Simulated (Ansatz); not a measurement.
# Short convergence ladders for a (110) slab of NiRh (cut from a parent of space group no. 166; 14 atoms in the cell)

```
NiRh
1.0
    5.12576     0.00000     0.00000
   -2.71150     3.67362     0.00000
    0.00000     0.00000    21.90842
Ni Rh
7 7
Direct
  0.00000   0.75000   0.31951
  0.00000   0.25000   0.37967
  0.00000   0.75000   0.43984
  0.00000   0.25000   0.50000
  0.00000   0.75000   0.56016
  0.00000   0.25000   0.62032
  0.00000   0.75000   0.68049
  0.50000   0.75000   0.31951
  0.50000   0.25000   0.37967
  0.50000   0.75000   0.43984
  0.50000   0.25000   0.50000
  0.50000   0.75000   0.56016
  0.50000   0.25000   0.62032
  0.50000   0.75000   0.68049
```

Base method: LDA (PW92), default PAW files made with PBE (plane waves; Ansatz, an electronic-structure program).

Base settings: basis.ecutwfc = 420 eV; kpoints.mp_grid.grid = 4 4 1; hamiltonian.xc = lda; hamiltonian.pseudopotentials = {kind: paw} (the program's default PAW files); scf.occupations.method = gaussian; scf.occupations.width = 0.1 eV.

The count of work is k-points × plane waves × bands × iterations; it is no time. Core times come from one kind of shared machine, to one figure; runs under 30 s give none.

**The vacuum**

The mesh stays at the base's, so the ladder's end is converged at best in this setting alone.

Only quantities that move along the ladder and can be compared are tabulated.

| vacuum between outermost atoms (Å) | free energy less the last step's (meV/atom) | largest difference of a force vector from the last step's (eV/Å) | count of work / last |
|---|---|---|---|
| 3.0 | -163.54 | 1.724 | 0.29 |
| 4.0 | -45.91 | 0.478 | 0.29 |
| 5.0 | -12.31 | 0.110 | 0.34 |
| 6.0 | -3.34 | 0.025 | 0.37 |
| 7.0 | -0.92 | 0.006 | 0.39 |
| 8.0 | -0.25 | 0.001 | 0.42 |
| 10.0 | -0.01 | 0.000 | 0.47 |
| 12.0 | -0.01 | 0.001 | 0.52 |
| 14.0 | 0.01 | 0.000 | 0.58 |
| 17.0 | 0.01 | 0.000 | 0.66 |
| 20.0 | 0.00 | 0.001 | 0.74 |
| 25.0 | -0.02 | 0.000 | 0.93 |
| 30.0 | 0.00 | 0.000 | 1.0 |

Smallest vacuum between outermost atoms (Å) that holds the free energy within 0.5 meV/atom of the last step, with all finer ones: 8.0, at 0.42 of the last step's count of work; the step before is off by 0.92 meV/atom.

Smallest vacuum between outermost atoms (Å) that holds the forces within 0.005 eV/Å of the last step, with all finer ones: 8.0, at 0.42 of the last step's count of work; the step before is off by 0.006 eV/Å.

**The plane-wave cutoff**

The mesh stays at the base's, so the ladder's end is converged at best in this setting alone.

Only quantities that move along the ladder and can be compared are tabulated.

```csv
basis.ecutwfc,free energy less the last step's (meV/atom),largest difference of a force vector from the last step's (eV/Å),count of work / last,core time / last (rough)
210 eV,9283.68,0.624,0.18,–
250 eV,2096.66,0.627,0.22,–
295 eV,303.77,0.093,0.25,–
355 eV,15.71,0.001,0.27,0.3
420 eV,2.41,0.001,0.35,0.3
505 eV,1.14,0.001,0.46,0.5
630 eV,0.46,0.000,0.70,0.7
840 eV,0.00,0.000,1.0,1
```

Coarsest basis.ecutwfc that holds the free energy within 5 meV/atom of the last step, with all finer ones: 420 eV, at 0.35 of the last step's count of work and about 0.3 of the last step's time; the step before is off by 16 meV/atom.

Coarsest basis.ecutwfc that holds the forces within 0.005 eV/Å of the last step, with all finer ones: 355 eV, at 0.27 of the last step's count of work and about 0.3 of the last step's time; the step before is off by 0.093 eV/Å.

**The k-point mesh**

Only quantities that move along the ladder and can be compared are tabulated.

| kpoints.mp_grid.grid | free energy less the last step's (meV/atom) | largest difference of a force vector from the last step's (eV/Å) | count of work / last | core time / last (rough) |
|---|---|---|---|---|
| 2 2 1 | -29.49 | 0.342 | 0.043 | – |
| 3 3 1 | 11.18 | 0.127 | 0.059 | – |
| 3 4 1 | 1.88 | 0.095 | 0.082 | – |
| 4 4 1 | 2.91 | 0.052 | 0.11 | 0.06 |
| 4 5 1 | 6.78 | 0.044 | 0.12 | 0.08 |
| 5 6 1 | -1.62 | 0.028 | 0.17 | 0.2 |
| 6 7 1 | -0.43 | 0.011 | 0.22 | 0.1 |
| 7 8 1 | 0.73 | 0.005 | 0.32 | 0.2 |
| 8 9 1 | -0.31 | 0.008 | 0.40 | 0.2 |
| 9 11 1 | 0.08 | 0.004 | 0.50 | 0.4 |
| 11 12 1 | -0.02 | 0.005 | 0.73 | 0.4 |
| 13 14 1 | 0.00 | 0.000 | 1.0 | 1 |

Coarsest kpoints.mp_grid.grid that holds the free energy within 1 meV/atom of the last step, with all finer ones: 6 7 1, at 0.22 of the last step's count of work and about 0.1 of the last step's time; the step before is off by 1.6 meV/atom.

Coarsest kpoints.mp_grid.grid that holds the forces within 0.01 eV/Å of the last step, with all finer ones: 7 8 1, at 0.32 of the last step's count of work and about 0.2 of the last step's time; the step before is off by 0.011 eV/Å.

On the base run: the starting cell comes from a database of computed structures (which also holds hypothetical and non-ambient phases and stackings), without a prior relaxation at this level. The slab is cut from that crystal, and its faces are unrelaxed. Its lattice was rescaled by up to half a per cent. Spin polarisation is off. In the base run, forces exceed 1 eV/Å. Without a gap this mesh is coarse (it stands for a supercell whose shortest in-plane vector is 18 Å).

Left out of this page: 3 runs of the series stopped by limits of time or memory; 1 run of the series outside the window shown, repeating another row's setting, or not comparable.

Keys are those of Ansatz 0.2.
